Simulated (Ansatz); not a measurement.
**A computed series for hypothetical fluorite ZrS2: pressure series**

The reference is ZrS$_{2}$ in the fluorite structure (space group Fm-3m, No. 225; a = 6.256 Å; a hypothetical phase, not in the database extracts checked).

Cell and atoms are relaxed at each pressure.

The values are results of r2SCAN (Ansatz, a quantum-chemistry and plane-wave program), no spin-orbit coupling, not measurements.

Computed cases, in order: pressure −2 GPa; pressure −1 GPa; 0 GPa (base); pressure 3 GPa; pressure 7 GPa; pressure 15 GPa; pressure 30 GPa; pressure 50 GPa; pressure 75 GPa; pressure 100 GPa.

### Question
Between which two neighbouring cases does the band gap open or close?

### Answer
Between pressure 3 GPa (0.06 eV) and pressure 7 GPa (zero). The whole series: pressure −2 GPa: 0.18 eV; pressure −1 GPa: 0.16 eV; 0 GPa (base): 0.13 eV; pressure 3 GPa: 0.06 eV; pressure 7 GPa: zero; pressure 15 GPa: zero; pressure 30 GPa: zero; pressure 50 GPa: zero; pressure 75 GPa: zero; pressure 100 GPa: zero.

A case with no gap was solved on a k-mesh chosen for an insulator, which is coarse for it. Load acts through the strain it causes; cell and atoms are relaxed under it. No phonon test of stability was made. No other phases were tried under pressure. All final runs are without spin polarisation. The zero or small gap of ZrS2 can change with the level of theory.
